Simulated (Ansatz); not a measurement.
A relaxation of the atoms of CaGa (Cm, 4 atoms in the cell) with Ansatz (a first-principles code).

Method of the run: LDA (PW92), default PAW files made with PBE (plane waves; Ansatz).

The change in words: one atom moved by 0.15 angstrom; relax: default → atoms; relax.f_tol: default → 0.005 eV/Å. Reference geometry:
```
CaGa
1.0
    2.11838    -5.64932     0.00000
    2.11838     5.64932     0.00000
    0.00000     0.00000     4.31520
Ca Ga
2 2
Direct
  0.35566   0.64434   0.75000
  0.64434   0.35566   0.25000
  0.06499   0.93501   0.75000
  0.93501   0.06499   0.25000
```

Reference input (self-consistent single point, DFT, LDA (PW92), plane waves, default PAW files made with PBE): basis.ecutwfc = 420 eV; kpoints.mp_grid.grid = 7 7 7; hamiltonian.xc = lda; hamiltonian.pseudopotentials = {kind: paw} (the program's default PAW files); scf.occupations.method = gaussian; scf.occupations.width = 0.1 eV. This run's input differs from it in these lines:

```diff
@@ -7,3 +7,3 @@
   atoms:
-    - { symbol: Ca, position: [0.355660, 0.644340, 0.750000] }
+    - { symbol: Ca, position: [0.355660, 0.644340, 0.784761] }
     - { symbol: Ca, position: [0.644340, 0.355660, 0.250000] }
@@ -20,2 +20,4 @@
   occupations: { method: gaussian, width: 0.1 eV }
+relax:
+  f_tol: 0.005
 output:
```

Output, abridged:

```
   [... SCF lines of the steps left out ...]
relax step   1: F+E_penalty+E_count = -10961.13931240 eV  Δ(F+E_penalty+E_count) = +0.000e0 eV  max|allowed force component| = 4.034e-1 eV/Å  Δτ_max = 0.0000 Å  (7 SCF iters, dr2 threshold 6.25e-7 eV, accepted)
relax step   2: F+E_penalty+E_count = -10961.16916498 eV  Δ(F+E_penalty+E_count) = -2.985e-2 eV  max|allowed force component| = 6.512e-2 eV/Å  Δτ_max = 0.1093 Å  (6 SCF iters, dr2 threshold 1.02e-5 eV, accepted)
relax step   3: F+E_penalty+E_count = -10961.17017677 eV  Δ(F+E_penalty+E_count) = -1.012e-3 eV  max|allowed force component| = 1.358e-2 eV/Å  Δτ_max = 0.0163 Å  (6 SCF iters, dr2 threshold 2.65e-7 eV, accepted)
relax step   4: F+E_penalty+E_count = -10961.17019865 eV  Δ(F+E_penalty+E_count) = -2.188e-5 eV  max|allowed force component| = 2.766e-4 eV/Å  Δτ_max = 0.0021 Å  (5 SCF iters, accepted)
the relaxation is at rest under the 2 symmetry operations that the run kept from its start: a minimum is not shown …
Stability not checked: this state was not tested for a lower state beside it, because too few of the mixer's solves of this state at the end of the SCF gave a …
Free energy (F): -10961.170199 eV
Internal energy: -10961.161016 eV  (E = F + TS)
E sigma→0 (E₀):  -10961.165607 eV
Entropy (-TS):   -0.009183 eV (-2.296 meV/atom)
Fermi energy:    7.165869 eV
--- Forces (eV/Å), atoms counted from 1 ---
  atom   1  Ca    -0.00000000    -0.00002948     0.00001811
   [... lines left out ...]
  atoms:
    - { symbol: Ca, position: [0.35677913982319287, 0.6432208601768071, 0.758683653704972] }
    - { symbol: Ca, position: [0.6432209633479002, 0.35677903665209976, 0.2587021824479221] }
    - { symbol: Ga, position: [0.06521758631010949, 0.9347824136898906, 0.7586946098865393] }
    - { symbol: Ga, position: [0.9347823105187973, 0.06521768948120266, 0.25868055396056694] }
```

The run converged. 

Summary of the result:
```
Quantity                                                 Result
-----------------------------------------------  --------------
Free energy E − TS (on the zero of these files)  -10961.1702 eV
Fermi level (on the code's own zero)                    7.17 eV
Pressure                                              -2.62 GPa
Relaxation steps                                              4
```

The starting cell comes from a database of computed structures (which also holds hypothetical and non-ambient phases and stackings), without a prior relaxation at this level. Its lattice was rescaled by up to half a per cent. For this run, on top of that: one atom moved by 0.15 angstrom. Ansatz's pressure includes its estimate of the finite-basis (Pulay) stress.

Cost on one core of a shared machine: roughly 2 min.

Keys are those of Ansatz 0.2.
